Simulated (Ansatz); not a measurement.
## ZrSi2, pressure series

Take ZrSi₂ (space group Cmcm, No. 63; a = 3.7044 Å, b = 14.7922 Å, c = 3.6789 Å) as the base.

Cell and atoms are relaxed at each pressure.

Calculations: PBE (Ansatz, a quantum-chemistry and plane-wave program; PAW; 420 eV plane waves; no spin-orbit coupling).

```csv
P (GPa),V (Å³/atom)
-2.00,17.082
-1.00,16.938
0.90,16.680
2.10,16.526
4.50,16.239
8.99,15.757
14.99,15.207
22.49,14.627
30.00,14.134
```

Q: Fit a third-order Birch–Murnaghan equation of state.

A: Least squares on P(V) = (3B₀/2)[(V₀/V)^(7/3) − (V₀/V)^(5/3)]·[1 + (3/4)(B₀′ − 4)((V₀/V)^(2/3) − 1)] gives V₀ = 16.80 Å³/atom, B₀ = 124 GPa and B₀′ = 3.9.

Load acts through the strain it causes; cell and atoms are relaxed under it. Stability against distortions was not tested. No other phases were tried under pressure. The final runs are not spin-polarised.
